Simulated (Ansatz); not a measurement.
Consider CaZrF₆ (space group Fm-3m, No. 225; a = 8.511 Å; a cell from a computed database, its experimental status unchecked).

One thing is altered: cell and atoms relaxed at a pressure of 1.5 GPa.

Levels (all Ansatz, an electronic-structure program, PAW): PBEsol (420 eV, scalar-relativistic without spin-orbit coupling); HSE06 (420 eV, without spin-orbit coupling).

The geometry is relaxed with PBEsol.

- PBEsol band gap = 7.08 eV

Task: How does going to HSE06 change the band gap?

Result: The band gap goes up by 2.309 eV to 9.38 eV.

Single points use the geometry relaxed with PBEsol. Load acts through the strain it causes; cell and atoms are relaxed under it. No phonon test of stability was made.
